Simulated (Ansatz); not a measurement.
Results of PBE0 (Ansatz, a first-principles code, plane waves, PAW) for SnC (model structure, started from the wurtzite type, P6₃mc, No. 186, 4 atoms in the cell).

Numerical settings: plane-wave cutoff 460 eV, 9×9×4 k mesh (along the axes of the cell as run), Fermi–Dirac smearing 0.01 eV, scalar-relativistic PAW data made under PBE.

Cell (relaxed with PBEsol):

```
CELL_PARAMETERS angstrom
      3.55322     0.00000     0.00000
     -1.77661     3.07718     0.00000
      0.00000     0.00000     5.81802
ATOMIC_POSITIONS crystal
  Sn 0.66667 0.33333 0.00035
  Sn 0.33333 0.66667 0.50035
  C  0.66667 0.33333 0.62485
  C  0.33333 0.66667 0.12485
```

Task: Give the computed band gap.

Result: 
* **band gap**: 2.46 eV (on the SCF k mesh)

Note: the relaxation could raise the start's symmetry but not lower it, so the cell can be a saddle point; cell and atoms aren't relaxed at this level (pressure -0.6 GPa).

Spin–orbit coupling is not included.

The computed numbers hold no vibrational or temperature effects.

It cost roughly 5 core-minutes of CPU time.

A model structure was made by putting elements into a prototype or built by hand; it is no filed structure, need not be a known phase, and can be a saddle point held by its symmetry.
